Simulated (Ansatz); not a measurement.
**Os: response to strain**

The reference is Os in the hcp (Mg type) structure (space group P6_3/mmc, No. 194; relaxed with 0.1 eV smearing).

```xyz
2
Lattice="2.7543 0.0000 0.0000 -1.3772 2.3853 0.0000 0.0000 0.0000 4.3474" Properties=species:S:1:pos:R:3 pbc="T T T"
Os     1.3772     0.7951     3.2605
Os     0.0000     1.5902     1.0868
```

Cartesian axes are those of the cell as printed.

Strains are applied to the cell and any free atomic positions relax.

Calculations: PBE (Ansatz, an electronic-structure program, PAW, scalar-relativistic without spin-orbit coupling).

Candidates:
(a) uniaxial strain ε_xx = +1.00 %
(b) uniaxial strain ε_xx = +1.50 %
(c) uniaxial strain ε_xx = −2.50 %
(d) uniaxial strain ε_xx = +0.50 %
(e) uniaxial strain ε_xx = +2.50 %

Notes on the quantities. energy relative to the base: free energy F.

Order them by energy relative to the base, lowest first.

(d) uniaxial strain ε_xx = +0.50 % (+0.8 meV/atom), (a) uniaxial strain ε_xx = +1.00 % (+3.1 meV/atom), (b) uniaxial strain ε_xx = +1.50 % (+7.0 meV/atom), (e) uniaxial strain ε_xx = +2.50 % (+19 meV/atom), (c) uniaxial strain ε_xx = −2.50 % (+22 meV/atom)

Stability against distortions was not tested. The final runs are not spin-polarised.
